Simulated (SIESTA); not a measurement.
Troubleshooting SIESTA: a failed run on Mg3Al9FeSi5 (P-62m, 18 atoms in the cell). The aim is a self-consistent single point with DFT, LDA PW92, numerical atomic orbitals DZP, PseudoDojo LDA standard norm-conserving potentials (rewritten from UPF to PSML).

Input:

```
# files in the folder: Al.psml Si.psml Fe.psml Mg.psml (PseudoDojo LDA standard)
SystemName  Mg3Al9FeSi5
SystemLabel mg3al9fesi5

NumberOfAtoms                18
NumberOfSpecies              4
%block ChemicalSpeciesLabel
  1 13 Al
  2 14 Si
  3 26 Fe
  4 12 Mg
%endblock ChemicalSpeciesLabel
LatticeConstant              1.0 Ang
%block LatticeVectors
     6.554344000    0.000000000    0.000000000
    -3.277172000    5.676229000    0.000000000
     0.000000000    0.000000000    7.817832000
%endblock LatticeVectors
AtomicCoordinatesFormat      Bohr
%block AtomicCoordinatesAndAtomicSpecies
     9.351365890    0.000000000    3.486560483  1
     1.517274598    2.627996967   11.287000885  1
    -4.675682945    8.098521264    3.486560483  1
     9.351365890    0.000000000   11.287000885  1
     1.517274598    2.627996967    3.486560483  1
    -4.675682945    8.098521264   11.287000885  1
     0.000000000    0.000000000    7.386780684  2
     4.681875903    0.000000000    0.000000000  1
     3.852019592    6.671894339    0.000000000  1
    -2.340937951    4.054623891    0.000000000  1
     0.000000000    0.000000000    0.000000000  3
    -0.000006193    7.151015729    3.929767324  2
    -0.000006193    7.151015729   10.843794044  2
     6.192963736    3.575502501    3.929767324  2
     6.192963736    3.575502501   10.843794044  2
     5.325943487    0.000000000    7.386780684  4
     3.529985800    6.114115391    7.386780684  4
    -2.662971744    4.612402839    7.386780684  4
%endblock AtomicCoordinatesAndAtomicSpecies

XC.functional                LDA
XC.authors                   PW92
PAO.BasisSize                DZP
PAO.EnergyShift              0.01 Ry
MeshCutoff                   300
%block kgrid.MonkhorstPack
    4   0   0  0.0
    0   4   0  0.0
    0   0   3  0.0
%endblock kgrid.MonkhorstPack
OccupationFunction           MP
OccupationMPOrder            1
ElectronicTemperature        272.0 meV
Spin                         polarized
%block DM.InitSpin
  1 +0.00
  2 +0.00
  3 +0.00
  4 +0.00
  5 +0.00
  6 +0.00
  7 +0.00
  8 +0.00
  9 +0.00
  10 +0.00
  11 +4.00
  12 +0.00
  13 +0.00
  14 +0.00
  15 +0.00
  16 +0.00
  17 +0.00
  18 +0.00
%endblock DM.InitSpin

MaxSCFIterations             150
SCF.Mixer.Method             Pulay
SCF.Mixer.Weight             0.1
SCF.Mixer.History            6
SCF.DM.Tolerance             1.0E-04
Diag.ParallelOverK           true
WriteForces                  true
Charge.Mulliken              end
```

The program printed (abridged):

```
reinit: Reading from file input.fdf

reinit: System Name: Mg3Al9FeSi5
reinit: System Label: mg3al9fesi5

NOTE on units for spin output:
{S} is the spin magnetic moment, in units of the Bohr magneton,
assuming a g-factor for the electron spin of exactly 2.
The spin magnetic moment is then numerically equal to the charge inbalance,
in units of electrons, between the spin-up and -down channels.

coor:   Atomic-coordinates input format  =     Cartesian coordinates
coor:                                            (in Bohr units)

siesta: Atomic coordinates (Bohr) and species
siesta:      9.35137   0.00000   3.48656  1        1
siesta:      1.51727   2.62800  11.28700  1        2
siesta:     -4.67568   8.09852   3.48656  1        3
siesta:      9.35137   0.00000  11.28700  1        4
siesta:      1.51727   2.62800   3.48656  1        5
siesta:     -4.67568   8.09852  11.28700  1        6
siesta:      0.00000   0.00000   7.38678  2        7
siesta:      4.68188   0.00000   0.00000  1        8
siesta:      3.85202   6.67189   0.00000  1        9
siesta:     -2.34094   4.05462   0.00000  1       10
siesta:      0.00000   0.00000   0.00000  3       11
siesta:     -0.00001   7.15102   3.92977  2       12
siesta:     -0.00001   7.15102  10.84379  2       13
siesta:      6.19296   3.57550   3.92977  2       14
siesta:      6.19296   3.57550  10.84379  2       15
siesta:      5.32594   0.00000   7.38678  4       16
siesta:      3.52999   6.11412   7.38678  4       17
siesta:     -2.66297   4.61240   7.38678  4       18

siesta: System type = bulk

initatomlists: Number of atoms, orbitals, and projectors:     18   228   294

siesta: ******************** Simulation parameters ****************************
redata: Spin configuration                          = collinear
redata: Time-Reversal Symmetry                      = T
redata: Number of Atomic Species                    =        4
ERROR

FDF module: fdf_physical:  no unit specified for MeshCutoff

     File: fdf.F90
     Line:  2144
Note: The following floating-point exceptions are signalling: IEEE_INVALID_FLAG IEEE_OVERFLOW_FLAG
STOP Stopping Program
```

Question: From the messages shown, name the fault and mend the input.

Answer: The fault is an energy without its unit. The key takes a value and a unit. To fix it, add the unit. The program stopped before any SCF iteration.

The sound input it was made from differs as follows (other fixes are possible):
```diff
-MeshCutoff                   300
+MeshCutoff                   300 Ry
```

With that input, the run converged in 22 iterations: free energy E − TS -9402.3493 eV; Fermi level (on the code's own zero) -4.51 eV; pressure -0.74 GPa; largest force (vector length) 1.395 eV/Å; size of the cell's spin moment 0.00 μB (DFT, LDA PW92, numerical atomic orbitals DZP, PseudoDojo LDA standard norm-conserving potentials (rewritten from UPF to PSML)).

On the sound input: the starting cell comes from a database of published, mostly measured structures (it also holds non-ambient and calculated ones), without a prior relaxation at this level. Its lattice was rescaled by a random factor within 2.5 % of one. The starting moments vanished: the run ended non-magnetic, which need not be the lowest state. Values carry the incompleteness of an atom-centred basis. Forces in this geometry exceed 1 eV/Å.
